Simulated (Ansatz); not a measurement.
We consider Os2B2Si (model structure, started from the Fe2AlB2 type, Cmmm, No. 65, 5 atoms in the cell), described by r²SCAN (Ansatz, an electronic-structure program, PAW).

Settings: plane-wave cutoff 560 eV, 20×20×18 k mesh (along the axes of the cell as run), Fermi–Dirac smearing 0.05 eV, no spin polarisation, scalar-relativistic PAW data made under PBE.

Cell (relaxed at this level):

Space group Cmmm (No. 65); a = 2.888 Å, b = 13.038 Å, c = 2.792 Å, α = β = γ = 90.00°

| atom | site | symmetry | x | y | z |
|---|---|---|---|---|---|
| Si | 2a | mmm | 0.0000 | 0.0000 | 0.0000 |
| Os | 4j | m2m | 0.5000 | 0.1327 | 0.5000 |
| B | 4i | m2m | 0.0000 | 0.2123 | 0.0000 |
(The calculation used a cell of 5 atoms; values per cell refer to that cell.)

### Question
What does this level give for the bulk modulus?

### Answer

* **bulk modulus**: 291 GPa

Note: the run has no spin polarisation, so it can have missed a magnetic state; the bulk modulus is −V dP/dV from two relaxed cells at ±2 % in volume; the relaxation could raise the start's symmetry but not lower it, so the cell can be a saddle point.

Spin–orbit coupling is not included; it can open a gap where bands touch, and shift volumes and moduli.

Computed values are for the static lattice.

A model structure was made by putting elements into a prototype or built by hand; it is no filed structure, need not be a known phase, and can be a saddle point held by its symmetry.
